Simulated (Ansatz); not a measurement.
An Ansatz (a program for electronic structure) input (r2SCAN/PAW in Ansatz, no SOC):

Ansatz 0.2 input:
```yaml
crystal:
  lattice:
    - [0, 3.0076468989, 3.0076468989]
    - [3.0076468989, 0, 3.0076468989]
    - [3.0076468989, 3.0076468989, 0]
  atoms:
    - { symbol: Pd, position: [0.75, 0.75, 0.75] }
    - { symbol: In, position: [0, 0, 0] }
basis: { ecutwfc: 500, ecutrho_ratio: 4, xc_grid: 4, fft_grid_basis: typed }
kpoints: { mp_grid: { grid: [13, 13, 13] } }
hamiltonian:
  xc: r2scan
  dispersion: none
  pseudopotentials: { kind: paw }
scf: { occupations: { method: fermi_dirac, width: 0.05 }, convergence: { dr2_threshold: 0.0000000002 } }
output: { forces: true, stress: true }
checkpoint: { write: state.ck, write_every: 1000 }
```

Task: Which symmetry and how many k-points will the program report, and about how many plane waves at Γ?

Result: Space group F-43m (ITA 216) with 24 operations, k-points 84 of 2197, and 1411 plane waves at Γ.

Stability against distortions was not tested. The final runs are not spin-polarised. The cell was made from InSb by this change: Sb → Pd; the result is a hypothetical phase, not in the database extracts checked.
